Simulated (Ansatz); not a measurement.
Base system: SnO in the litharge type structure (space group P4/nmm, No. 129; layered, stacked along the Cartesian z axis).

```
CELL_PARAMETERS angstrom
      3.79339     0.00000     0.00000
      0.00000     3.79339     0.00000
      0.00000     0.00000     4.76431
ATOMIC_POSITIONS crystal
  Sn 0.50000 0.00000 0.24059
  Sn 0.00000 0.50000 0.75941
  O  0.00000 0.00000 0.00000
  O  0.50000 0.50000 0.00000
```

Cartesian axes are those of the cell as printed.

Calculations: Ansatz (a program for electronic structure), r2SCAN+rVV10, PAW, cutoff 500 eV, no SOC.

Strains are applied to the cell and any free atomic positions relax.

One change was made to it. Results:

```json
[
 {"quantity": "shortest interatomic distance", "base": "2.216 Å", "after": "2.215 Å"},
 {"quantity": "pressure (mean of the normal stresses, compression positive)", "base": "0.0 GPa", "after": "0.2 GPa"},
 {"quantity": "energy relative to the base (free energy F)", "base": "0 meV/atom", "after": "+0.2 meV/atom"}
]
```

Problem. Which change produced these results?
A. isotropic strain −0.62 %
B. isotropic strain −5.80 %
C. uniaxial strain ε_zz = −1.03 %

Solution. C, uniaxial strain ε_zz = −1.03 %. For comparison, the pressure in the other runs: isotropic strain −0.62 % gives 1.0 GPa; isotropic strain −5.80 % gives 14.1 GPa.

A case with no gap was solved on a k-mesh chosen for an insulator, which is coarse for it. No phonon test of stability was made. All final runs are without spin polarisation.
